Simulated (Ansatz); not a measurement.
# A computed series for GaAs: response to strain

The reference is GaAs in the zinc blende structure (space group F-43m, No. 216; a = 5.746 Å).

Strains are applied to the cell and any free atomic positions relax.

Level of theory: PBE (Ansatz, an electronic-structure program), no spin-orbit coupling.

Notes on the quantities. energy relative to the base: free energy F.

```
case                      energy relative to the base  volume per atom
------------------------  ---------------------------  ---------------
base                                       0 meV/atom         23.71 Å³
isotropic strain −3.00 %                            …         21.64 Å³
isotropic strain −2.50 %                 +28 meV/atom         21.97 Å³
isotropic strain −2.00 %                            …         22.31 Å³
isotropic strain −1.00 %                +4.2 meV/atom         23.00 Å³
isotropic strain +1.00 %                            …         24.43 Å³
isotropic strain +1.50 %                +8.5 meV/atom         24.79 Å³
isotropic strain +2.00 %                 +15 meV/atom         25.16 Å³
isotropic strain +2.50 %                 +23 meV/atom         25.53 Å³
isotropic strain +3.00 %                            …         25.91 Å³
```

Task: What belongs in the blanks?

Result: 
- isotropic strain −3.00 %, energy relative to the base: +41 meV/atom
- isotropic strain −2.00 %, energy relative to the base: +17 meV/atom
- isotropic strain +1.00 %, energy relative to the base: +3.8 meV/atom
- isotropic strain +3.00 %, energy relative to the base: +32 meV/atom

A case with no gap was solved on a k-mesh chosen for an insulator, which is coarse for it. Stability against distortions was not tested. All final runs are without spin polarisation.
